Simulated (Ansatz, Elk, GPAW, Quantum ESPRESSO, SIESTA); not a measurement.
Code comparison for Mg6SnSb (P1, 8 atoms in the cell)

Self-consistent single point, at a second geometry (atoms moved at random). First geometry:

```xyz
8
Lattice="5.2618 0.0000 0.0000 0.0000 3.2612 5.5001 0.0000 -3.2612 5.5001" Properties=species:S:1:pos:R:3 pbc="T T T"
Mg     0.0000     1.6287     6.4210
Mg     0.0000    -1.6287     6.4210
Mg     2.6309     1.6279     4.5900
Mg     2.6309    -1.6279     4.5900
Mg     2.6309     0.0000     7.3272
Mg     2.6309     0.0000     1.8300
Sn     0.0000     0.0000     9.1606
Sb     0.0000     0.0000     3.6607
```

Second geometry:
```
CELL_PARAMETERS angstrom
      5.26180     0.00000     0.00000
      0.00000     3.26125     5.50007
      0.00000    -3.26125     5.50007
ATOMIC_POSITIONS crystal
  Mg 0.01009 0.84086 0.33376
  Mg 0.99796 0.32680 0.83642
  Mg 0.49242 0.66460 0.17369
  Mg 0.49914 0.17145 0.66784
  Mg 0.50372 0.65743 0.67052
  Mg 0.50532 0.16707 0.16022
  Sn 0.99386 0.84243 0.83295
  Sb 0.99750 0.32935 0.32460
```

Shared settings, as Ansatz (a first-principles code) writes them: kpoints.mp_grid.grid = 3 3 3; scf.occupations.method = fermi_dirac; scf.occupations.width = 0.1 eV. Potentials and cutoffs stand in the table.

```
code                                                                                                                                      model  ΔF from the first geometry (meV/atom)  pressure (GPa)  largest force (eV/Å)       cutoff
----------------  -----------------------------------------------------------------------------------------------------------------------------  -------------------------------------  --------------  --------------------  -----------
GPAW                                                                                      PBEsol, GPAW PAW datasets PBEsol (made by gpaw-setup)                                    4.1           -1.57                 0.231       850 eV
Elk                                                                    PBEsol, all-electron FP-LAPW, Elk's shipped species files, LAPW+lo basis                                    4.1               –                     –   rgkmax 7.5
Quantum ESPRESSO                                                                           PBEsol, GBRV 1.5 ultrasoft (PBESOL) pseudopotentials                                    4.1           -1.51                 0.232        40 Ry
SIESTA            GGA PBEsol, numerical atomic orbitals DZP, PseudoDojo PBEsol standard norm-conserving potentials (rewritten from UPF to PSML)                                    5.8            0.99                 0.323  grid 350 Ry
Ansatz                                                                                                          PBEsol, PAW files made with PBE                                    4.1           -1.51                 0.232       420 eV
```

Size of the force on each atom (eV/Å): Sizes of forces hide their directions.

```tsv
code	Mg1	Mg2	Mg3	Mg4	Mg5	Mg6	Sn7	Sb8
GPAW	0.217	0.226	0.181	0.170	0.198	0.106	0.231	0.135
Quantum ESPRESSO	0.217	0.226	0.182	0.170	0.196	0.106	0.232	0.134
SIESTA	0.293	0.323	0.247	0.243	0.278	0.149	0.262	0.237
Ansatz	0.217	0.226	0.180	0.169	0.196	0.106	0.232	0.134
```

A dash marks a value that a program does not give, or that is left out as unsure.

No clean gap comes from Elk: levels at the Fermi energy touch, overlap or are partly filled at this smearing.

On Ansatz's run: spin-orbit coupling is off.

The spread over the programs that give each value: ΔF from the first geometry within 1.7 meV/atom; pressure within 2.56 GPa; largest force within 0.092 eV/Å.

SIESTA uses small atom-centred bases, whose incompleteness enters pressures, forces and empty levels differently from a plane-wave cutoff. Elk treats all electrons, but the usual bases taken here (sphere radii, linearisation, local orbitals, empty states) were not tested for convergence, so the values are no reference for the others. Ansatz's pressure is given at a fixed set of plane waves, as the other plane-wave codes print theirs. In the pressure, SIESTA (by 2.50) lies more than 1 GPa from the median of the plane-wave programs. In the force vectors, SIESTA (by 0.103) lies more than 0.08 eV/Å from the median of the plane-wave programs.

The shared mesh is coarse (it stands for a supercell whose shortest vector is 16 Å), so the values are not converged in it.

The starting cell comes from a database of computed structures (which also holds hypothetical and non-ambient phases and stackings), without a prior relaxation at this level. For this run, on top of that: atoms moved at random.

Left out of this page: CP2K (unsound by tests on forces, stress, charge or solver warnings).

Keys are those of Ansatz 0.2.
